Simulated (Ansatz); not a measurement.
Take TlBr in the CsCl type structure (space group Pm-3m, No. 221; a = 3.915 Å) as the base.

The values are results of plane-wave PAW DFT at the PBEsol level (Ansatz, an electronic-structure program, 420 eV), without spin-orbit coupling, not measurements.

Base values:

The valley order is X along ⟨100⟩ 1.59 eV; R along ⟨111⟩ 1.81 eV and the hole mass comes out as 0.20 mₑ along k, 0.43 mₑ across (at X). The pressure is 0.00 GPa.

It is then changed as follows: an isotropic linear strain of +0.50 %, atoms relaxed at fixed cell.

Q: Estimate the effect on the valley order, energy relative to the base, hole mass and pressure.

A: The valley order (the lowest conduction-band minima on the path, energy above the VBM, named in the base's zone) changes from X along ⟨100⟩ 1.59 eV; R along ⟨111⟩ 1.81 eV to X along ⟨100⟩ 1.63 eV; R along ⟨111⟩ 1.88 eV; the energy rises by 0.6 meV/atom; the hole mass goes from 0.20 mₑ along k, 0.43 mₑ across (at X) to 0.21 mₑ along k, 0.44 mₑ across (at X); the pressure goes from zero to -0.39 GPa.

Spin-orbit coupling, missing from the scalar runs, can matter with Tl. The levels and masses belong to the bands next to the band gap. Effective masses come from finite differences of ±0.01 Å⁻¹. Along k means along the line from Γ to the band edge. No phonon test of stability was made.
